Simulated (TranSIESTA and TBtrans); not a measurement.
Device: Si chain with one bond stretched by 1.5 Å. Leads: straight Si chain, spacing 2.25 Å. Geometry: as built, not relaxed. Transport runs along z; the first 6 and the last 6 of the 20 atoms are the lead cells, repeated to infinity.

```xyz
20
Lattice="9.000 0.000 0.000 0.000 9.000 0.000 0.000 0.000 46.500" Properties=species:S:1:pos:R:3 pbc="F F T"
Si     4.500     4.500     0.000
Si     4.500     4.500     2.250
Si     4.500     4.500     4.500
Si     4.500     4.500     6.750
Si     4.500     4.500     9.000
Si     4.500     4.500    11.250
Si     4.500     4.500    13.500
Si     4.500     4.500    15.750
Si     4.500     4.500    18.000
Si     4.500     4.500    20.250
Si     4.500     4.500    24.000
Si     4.500     4.500    26.250
Si     4.500     4.500    28.500
Si     4.500     4.500    30.750
Si     4.500     4.500    33.000
Si     4.500     4.500    35.250
Si     4.500     4.500    37.500
Si     4.500     4.500    39.750
Si     4.500     4.500    42.000
Si     4.500     4.500    44.250
```

Run with TranSIESTA and TBtrans (open boundaries, self-consistent; PseudoDojo norm-conserving potentials, scalar-relativistic): PAO.BasisSize DZP, PAO.EnergyShift 0.15 eV, XC.Authors PBE, Mesh.Cutoff 200 Ry, ElectronicTemperature 300 K, TS.Voltage 0.0 eV, TBT.Elecs.Eta 0.001 eV, no spin polarisation.

Energies count from the leads' Fermi level. Transmissions are for one spin of a degenerate pair. The energy step is 0.01 eV; narrower resonances are cut or missed.

| E (eV) | T |
|---|---|
| -0.20 | 0.267 |
| -0.15 | 0.283 |
| -0.10 | 0.296 |
| -0.05 | 0.306 |
| 0.00 | 0.313 |
| 0.05 | 0.316 |
| 0.10 | 0.317 |
| 0.15 | 0.316 |
| 0.20 | 0.314 |

Give the zero-bias conductance in μS and the resistance at 300 K.

At the Fermi level T = 0.313. Averaged with −∂f/∂E over the full grid (kT = 25.9 meV) it is 0.312. With G0 = 2e²/h = 77.48 μS, G = 24.2 μS and R = 1/G = 41.3 kΩ.

The eigenchannels at the Fermi level transmit 0.140, 0.0864, 0.0864. What Fano factor of the shot noise follows at low temperature and bias?

F = Σ τ(1 − τ)/Σ τ = 0.278/0.313 = 0.89.

The straight chain is held at its spacing; free chains may zigzag or dimerise. No spin-polarised start was tried, so a magnetic state, if there is one, is missed.
